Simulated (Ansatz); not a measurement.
InP in the zinc blende structure (space group F-43m, No. 216)

```yaml
crystal:
  lattice:
    - [0.00000, 2.97968, 2.97968]
    - [2.97968, 0.00000, 2.97968]
    - [2.97968, 2.97968, 0.00000]
  atoms:
    - { symbol: P, position: [0.25000, 0.25000, 0.25000] }
    - { symbol: In, position: [0.00000, 0.00000, 0.00000] }
```

The values are results of Ansatz (a quantum-chemistry and plane-wave program), PBE, PAW, cutoff 420 eV, no spin-orbit coupling, not measurements. k-mesh 10×10×10 (Γ-centred); smearing 0.05 eV (Fermi–Dirac).

```json
{
 "volume_per_atom": "26.46 Å³",
 "density": "4.58 g/cm³",
 "band_gap": "0.44 eV, direct at Γ",
 "electron_mass": "0.037 mₑ",
 "Hole mass (degenerate bands, along [100])": "0.037, 0.47, 0.47 mₑ",
 "Lowest conduction-band minima above the VBM": "Γ 0.44 eV; L along ⟨111⟩ 1.38 eV; X along ⟨100⟩ 1.85 eV",
 "total_energy": "-3177.004 eV/atom (σ→0; compares only within this code and set-up)"
}
```

Masses are band curvatures over ±0.01 Å⁻¹ around the edge. No phonon test of stability was made.
